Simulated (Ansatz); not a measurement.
Abridged Ansatz (a first-principles code) output:

```
Pseudopotential: B, paw, valence charge 3
Pseudopotential: P, paw, valence charge 5
Pseudopotential: O, paw, valence charge 6
Crystal: 6 atoms, lattice volume = 63.905 Å³
Basis set: ecut = 420 eV, 1275 PW (Γ), exchange–correlation on 64×64×64 points (8 copies of the dense FFT grid, shifted against one another)
Bands: 22, of which v1, the nominal top of the filled ones, is band 16 counted from 1 (15 counted from 0)
Symmetry: 4 space group operations
k-points: 186 of 1331 (time reversal used)
Functional: x = pbesol(κ = 0.804, μ = 0.12345679012345678), c = pbesol(β = 0.046)
SCF iter   1: F=—  HF=-3140.177795 eV  |F-HF|=—  |Δ(HF+E_count)|=         —  Δρ=1.12e-2  dr2=5.56e-2  ethr=1.77e-3  ⟨swp⟩=7.1  Hψ=26343  notcnv=0
SCF iter   2: F=—  HF=-3140.164097 eV  |F-HF|=—  |Δ(HF+E_count)|=   1.37e-2  Δρ=3.65e-3  dr2=5.06e-3  ethr=1.74e-4  ⟨swp⟩=3.1  Hψ=9546  notcnv=0  defer=331
SCF 1 converged in 8 iterations: F = -3140.162876 eV  dr2 = 3.94e-11
SCF converged after 8 iterations
Free energy (F): -3140.162876 eV
Internal energy: -3140.162876 eV  (E = F + TS)
E sigma→0 (E₀):  -3140.162876 eV
Fermi energy:    6.450987 eV
--- Forces (eV/Å), atoms counted from 1 ---
  atom   1  B      0.00000000    -0.00000000     0.00000000
  atom   2  P     -0.00000000     0.00000000     0.00000000
  atom   3  O     -0.00001425    -0.00010198     0.00003898
  atom   4  O     -0.00010198     0.00001425    -0.00003898
  atom   5  O      0.00001425     0.00010198     0.00003898
  atom   6  O      0.00010198    -0.00001425    -0.00003898
--- Stress (GPa, compression-positive) ---
        0.000909      -0.000011       0.000000
        0.000011       0.000909       0.000000
        0.000000       0.000000      -0.002862
  P = ⅓ Tr σ = -0.0003 GPa (-0.003 kbar)
```

Task: What was computed, and what are the main results?

Result: BPO4, 6 atoms in the cell, with Ansatz PBEsol, spin-orbit coupling left out. The last SCF converged to F = -3140.162876 eV, or -523.3605 eV per atom, at a pressure of 0.00 GPa. The total energy compares only with runs of the same code, potentials and settings.

Stability against distortions was not tested. The cell is BPO₄ (space group I-4, No. 82).
